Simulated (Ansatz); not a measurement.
The parent structure is Os in the hcp (Mg type) structure (space group P6_3/mmc, No. 194; a = 2.7294 Å, c = 4.3064 Å).

One thing is altered: every Os is replaced by Au; the structure is relaxed again.

Levels (all Ansatz, an electronic-structure program, PAW): PBEsol (420 eV, without spin-orbit coupling); PBEsol+SOC (420 eV, noncollinear with spin-orbit coupling).

The geometry is relaxed with PBEsol.

- PBEsol pressure: 0.0 GPa

What does PBEsol+SOC give at this geometry for the pressure?

The pressure goes from zero to -1.5 GPa.

Single points use the geometry relaxed with PBEsol. Differences between runs with and without spin-orbit coupling are approximate. Stability against distortions was not tested. The runs without spin-orbit coupling are not spin-polarised. This is not the structure that Au has at room temperature and ambient pressure.
